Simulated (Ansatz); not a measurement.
Symmetric slabs, relaxed from ideal cuts in 1x1 cells, of elemental solids: work function (eV) by functional, in Ansatz (plane waves, PAW). All structures are PBE's; the other columns are single points with references at the same level. No spin-orbit coupling, Hubbard U or dispersion.

| system | PBE | LDA | PBEsol | RPBE | r2SCAN |
|---|---|---|---|---|---|
| hcp Cd (10-12), ideal cut with outer spacing 0.64 Å | 3.85 | 4.20 | 3.96 | [?] | 3.87 |
| fcc Ag (321), ideal cut with outer spacing 0.55 Å | 4.12 | [?] | 4.24 | 3.93 | 4.06 |
| hcp Re (10-12), ideal cut with outer spacing 0.55 Å | 4.57 | 4.87 | 4.67 | [?] | 4.59 |
| hcp Be (22-43), ideal cut with outer spacing 0.26 Å | 4.62 | 4.78 | 4.66 | 4.54 | 4.64 |
| hcp Be (10-13), ideal cut with outer spacing 0.17 Å | 4.39 | 4.56 | [?] | 4.31 | 4.38 |
| hcp Mg (21-32), ideal cut with outer spacing 0.32 Å | 3.56 | 3.69 | 3.59 | 3.49 | 3.62 |
| tetragonal indium (332), ideal cut with outer spacing 0.75 Å | 3.84 | [?] | 3.93 | 3.72 | 3.97 |
| hcp Be (32-50), ideal cut with outer spacing 0.15 Å | 4.16 | 4.34 | 4.22 | 4.07 | 4.14 |
| hcp Be (11-23), ideal cut with outer spacing 0.41 Å | 4.34 | 4.50 | 4.38 | 4.26 | 4.33 |
| fcc Au (332), ideal cut with outer spacing 0.44 Å | 5.13 | 5.55 | 5.26 | 4.95 | 5.14 |
| alpha gallium (221), ideal cut with outer spacing 0.23 Å | 4.06 | 4.32 | 4.14 | 3.95 | 4.20 |
| hcp Cd (10-13), ideal cut with outer spacing 0.26 Å | 3.90 | 4.24 | 4.00 | 3.74 | 3.95 |

**Question.** Some entries are withheld; supply them.

**Answer.** 
- hcp Cd (10-12), ideal cut with outer spacing 0.64 Å, RPBE: 3.68
- fcc Ag (321), ideal cut with outer spacing 0.55 Å, LDA: 4.54
- hcp Re (10-12), ideal cut with outer spacing 0.55 Å, RPBE: 4.42
- hcp Be (10-13), ideal cut with outer spacing 0.17 Å, PBEsol: 4.44
- tetragonal indium (332), ideal cut with outer spacing 0.75 Å, LDA: 4.12

The rows are a random draw from the class, without slabs that broke up, higher cuts of a face and adsorbates that left their site. Mean shift from PBE over these rows: LDA 0.26 eV (from 0.13 to 0.41, 12 rows); PBEsol 0.08 eV (from 0.04 to 0.13, 12 rows); RPBE -0.12 eV (from -0.19 to -0.07, 12 rows); r2SCAN 0.03 eV (from -0.07 to 0.14, 12 rows).

Ansatz is a first-principles code.
